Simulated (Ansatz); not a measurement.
For BP (model structure, started from the WC type, P-6m2, No. 187, 2 atoms in the cell), PBE-D3(BJ) (PAW; Ansatz, a quantum-chemistry and plane-wave program) gives:

```
Item                 Result
------------------  -------
lattice constant a  2.975 Å
c axis length       2.615 Å
```

Question: What does r²SCAN (plane waves, PAW; Ansatz) give for the same quantities?

Answer: 
- lattice constant a: 3.032 Å (goes up by 1.9 %)
- lattice parameter c: 2.611 Å (falls by 0.2 %)

Changes are worked out from the printed values.

Unless a cell is named, each level is at its own relaxed cell (PBE-D3(BJ) 10.02, r²SCAN 10.39 Å³/atom).

Ansatz's density-functional and Hartree–Fock values are scalar-relativistic unless marked +SOC, with PAW data made under PBE.

A model structure was made by putting elements into a prototype or built by hand; it is no filed structure, need not be a known phase, and can be a saddle point held by its symmetry.
